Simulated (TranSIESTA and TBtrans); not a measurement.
# Cu chain with one B atom in place of Cu

Device: Cu chain with one B atom in place of Cu. Leads: straight Cu chain, spacing 2.185 Å. Geometry: 3 atoms about the centre moved by SIESTA (PBE, DZP) to a largest force of 0.01 eV/Å, all others as built, motion along the axis alone.

Method: TranSIESTA and TBtrans, PBE, DZP numerical orbitals (energy shift 0.15 eV), PseudoDojo norm-conserving scalar-relativistic potentials, mesh cutoff 200 Ry, 300 K, no spin polarisation, no spin-orbit coupling; self-consistent non-equilibrium Green functions.

| Quantity | Value |
|---|---|
| Conductance at 300 K (G0 = 2e²/h) | 0.71 |
| Mean T from −0.5 to 0.5 eV | 0.68 |

Energies count from the leads' Fermi level. Transmissions are for one spin of a degenerate pair. The energy step is 0.01 eV; narrower resonances are cut or missed.

```tsv
E (eV)	T	lead channels
-2.00	0.0087	band edge
-1.90	0.0023	3
-1.80	0.0039	3
-1.70	0.014	3
-1.60	0.11	3
-1.50	0.91	3
-1.40	0.83	4
-1.30	0.91	4
-1.20	0.93	4
-1.10	0.88	4
-1.00	0.78	4
-0.90	0.67	4
-0.80	0.58	4
-0.70	0.53	band edge
-0.60	0.52	band edge
-0.50	0.55	band edge
-0.40	0.61	band edge
-0.30	0.67	4
-0.20	0.73	4
-0.10	0.75	band edge
0.00	0.70	1
0.10	0.71	1
0.20	0.69	1
0.30	0.68	1
0.40	0.65	1
0.50	0.63	1
0.60	0.60	1
0.70	0.58	1
0.80	0.55	1
0.90	0.52	1
1.00	0.50	1
1.10	0.47	1
1.20	0.44	1
1.30	0.42	1
1.40	0.39	1
1.50	0.37	1
1.60	0.34	1
1.70	0.32	1
1.80	0.29	1
1.90	0.27	1
2.00	0.25	1
```

The leads' channel count changes near -0.01 eV, within the thermal window, so values at the Fermi level hang on where that band edge falls. The straight chain is held at its spacing; free chains may zigzag or dimerise. No spin-polarised start was tried, so a magnetic state, if there is one, is missed.
